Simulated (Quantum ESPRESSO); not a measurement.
Quantum ESPRESSO is run on Rb (Im-3m, 1 atom in the cell), and the run fails. The aim is a self-consistent single point with DFT, PBE, plane waves, PseudoDojo standard norm-conserving (PBE) pseudopotentials.

Cell that was meant: a = 4.9420 Å, b = 4.9420 Å, c = 4.9420 Å, α = 109.47°, β = 109.47°, γ = 109.47°.

Part of the input:

```fortran
ATOMIC_SPECIES
Rb    85.4678  Rb.upf
ATOMIC_POSITIONS {angstrom}
Rb1    0.000000000    0.000000000    0.000000000
K_POINTS {automatic}
6 6 6  0 0 0
CELL_PARAMETERS {bohr}
```

Output (repeated stretches shortened):

```
     This program is part of the open-source Quantum ESPRESSO suite
     for quantum simulation of materials; please cite

 %%%%%%%%%%%%%%%%%%%%%%%%%%%%%%%%%%%%%%%%%%%%%%%%%%%%%%%%%%%%%%%%%%%%%%%%%%%%%%
     Error in routine read_cards (1):
     species Rb1 in ATOMIC_POSITIONS is nonexistent
 %%%%%%%%%%%%%%%%%%%%%%%%%%%%%%%%%%%%%%%%%%%%%%%%%%%%%%%%%%%%%%%%%%%%%%%%%%%%%%

     stopping ...
```

From the messages shown, name the fault and mend the input.

The fault is an atom label that is not in the list of species. Labels in the positions must match the species card. To fix it, correct the label. The program stopped before any SCF iteration.

An input that runs soundly differs in these lines (not the only fix; some lines may just follow from the change or write a value another way):
```diff
-Rb1    0.000000000    0.000000000    0.000000000
+Rb    0.000000000    0.000000000    0.000000000
```

With that input, the run converged in 6 iterations: free energy E − TS -734.7878 eV; Fermi level (on the code's own zero) 1.92 eV; pressure -0.04 GPa (DFT, PBE, plane waves, PseudoDojo standard norm-conserving (PBE) pseudopotentials).

On the sound input: the starting cell has typed, rounded lattice constants, without a prior relaxation at this level. Its lattice was rescaled by a random factor within 2.5 % of one.
